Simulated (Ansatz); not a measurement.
Worked calculations on one periodic cell of amorphous Si30N42Mg3: Si30N42Mg3, 75 atoms, volume 839.6 Å³, made by a melt-quench on the CHGNet potential and relaxed with DFT. N atoms were pushed apart under 1.9 Å during the dynamics, to hinder bonds among them. It is a model cell: composition and starting density were chosen by hand, and all elements were melted together. Cycles of charging were run to anneal it. Computed with PBE, scalar-relativistic without spin-orbit coupling (plane waves to 420 eV, PAW; Ansatz, an electronic-structure program). Sampling: a 2×2×2 Γ-centred mesh; Fermi-Dirac width 0.02 eV; no spin polarisation. Its volume was held where the quench left it, its shape was held as a cube, and it stands at a mean pressure of -2.3 GPa with stress components up to 3.9 GPa; the relaxation ran on the zone centre alone. Its density went from a set 2.97 to 2.97 g/cm³. The cell is small and was quenched far faster than a real film, so it is one sample of the glass.

Count formal charges (Si +4, N -3, Mg +2). What does the count lead one to expect at the Fermi level, and what does the calculation give?

30 × (+4) + 42 × (-3) + 3 × (+2) = 0. The charges balance, so the anion-derived valence states can be full and a gap can open. On this mesh the highest filled and lowest empty level lie 2.04 eV apart, the PBE gap of this cell, with a localised state at one edge or both.

Four energies for a hole at PBE on the zone centre alone (charged cells in a uniform background, spin-polarised): neutral at the neutral geometry -41028.003 eV; charged at the neutral geometry -41035.670 eV; charged and relaxed -41035.811 eV; neutral at the charged geometry -41027.797 eV.

Find the two relaxation energies and their sum, the reorganisation energy.

On charging: -41035.670 − (-41035.811) = 0.141 eV. On discharging: -41027.797 − (-41028.003) = 0.206 eV. The sum is 0.347 eV. The carrier's level spreads over 9 of the 75 atoms' worth, so it counts as partly localised, most on one N atom with neighbours Si 1.67 Å, Si 1.69 Å, Mg 2.04 Å (neutral geometry). The values are uncorrected: the image energy of a point charge in this cell, 2.84 × 14.40 / (2 × 9.4) = 2.2 eV before screening, is screened by electrons alone at the fixed geometry and by ions too after relaxing, and the carrier can be spread before it relaxes, so each term can be off by up to that value times 1/ε∞, some tenths of an eV. PBE's self-interaction favours spread-out carriers, so a hybrid can localise more.
